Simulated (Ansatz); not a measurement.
Some atoms of an NVE trajectory of composition Si15B, cell Si60B4, held well above this temperature first, at a temperature that wasn't checked against the liquidus, so perhaps supercooled [in the run: it was liquid; mean temperature 1782 K (target 1670 K); density 2.48 g/cm³]; time step 1.5 fs, velocity Verlet. The numbers are results of PBE (plane waves, PAW; Ansatz, a first-principles code), not measurements. On the run's last frame a denser k-mesh moved the forces by 0.108 eV/Å rms, the static pressure by 0.21 GPa and the free energy by 7 meV/atom, which is about how far such values are converged.

| atom | mass (u) | x y z (Å) | v (Å/fs) | F (eV/Å) |
|---|---|---|---|---|
| Si2 | 28.085 | 8.77212 -4.16149 5.25860 | -0.000409 0.000843 0.012992 | -0.1228 -0.3191 -0.2450 |
| Si3 | 28.085 | 4.16629 3.28349 4.21348 | -0.010700 -0.001333 -0.010197 | -0.5300 0.0703 0.4550 |
| Si14 | 28.085 | 1.34406 -1.54535 4.81366 | -0.001735 0.009562 0.002645 | -0.4510 -1.1337 -0.3162 |
| Si49 | 28.085 | 5.24671 8.07982 13.96275 | 0.002402 -0.011833 0.000535 | -0.1758 -0.6415 0.3655 |
| Si55 | 28.085 | 7.28025 4.30429 4.77509 | -0.003757 0.000614 0.007763 | 0.3508 1.5790 -1.5363 |
| B62 | 10.810 | 4.34812 5.78713 8.75286 | -0.010546 0.006483 0.006943 | -0.0544 0.8840 -1.0037 |

Q: Give their positions one step later.

A: x' = x + vΔt + FΔt²/(2m), with 1 eV/(Å·u) = 0.0096485 Å/fs².
```tsv
atom	x' y' z' (Å)
Si2	8.77146 -4.16035 5.27799
Si3	4.15004 3.28151 4.19836
Si14	1.34128 -1.53145 4.81750
Si49	5.25025 8.06182 13.96370
Si55	7.27475 4.30582 4.78614
B62	4.33225 5.79775 8.76226
```
